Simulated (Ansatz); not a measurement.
C interstitial started as a split pair with N in wurtzite AlN (start: split with N; 96-site cell, 2×2×2 shifted sampling). Method: PBE, PAW (plane waves to 420 eV; Ansatz, a program for electronic structure). Total energies of the localised charge states, counted from that of charge +2, and their image corrections (point charge with alignment); the host's valence-band maximum lies at 6.942 eV on the cells' energy zero and its gap is 4.03 eV.

```json
[
 {"charge": "+2", "moment (μB)": "not spin-polarised", "E − E(first) (eV)": "0.000", "correction (eV)": "1.025"},
 {"charge": "+1", "moment (μB)": "1.0", "E − E(first) (eV)": "9.028", "correction (eV)": "0.334"},
 {"charge": "0", "moment (μB)": "not spin-polarised", "E − E(first) (eV)": "18.314", "correction (eV)": "0.000"},
 {"charge": "−1", "moment (μB)": "1.0", "E − E(first) (eV)": "27.813", "correction (eV)": "0.119"}
]
```

Derive the transition levels above the valence-band maximum and say which of them are thermodynamic.

A level is the Fermi energy at which two charges have equal formation energy: ε(q/q′) = [E(q′) + corr(q′) − E(q) − corr(q)] / (q − q′) − E_VBM.
ε(+2/+1) = [(9.028 + 0.334) − (0.000 + 1.025)] / 1 − 6.942 = 1.39 eV
ε(+1/0) = [(18.314 + 0.000) − (9.028 + 0.334)] / 1 − 6.942 = 2.01 eV
ε(0/−1) = [(27.813 + 0.119) − (18.314 + 0.000)] / 1 − 6.942 = 2.68 eV
Thermodynamic levels at least 0.1 eV inside the gap: (+2/+1) at 1.39 eV; (+1/0) at 2.01 eV; (0/−1) at 2.68 eV. Corrections reach 1.02 eV, so the outer levels may be off by several tenths of an eV. Only the charges listed were compared. The geometries come from one start. Flagged in the runs: a host whose relaxation on this sampling wasn't shown to rest, a strain field that reaches the edge of the cell.
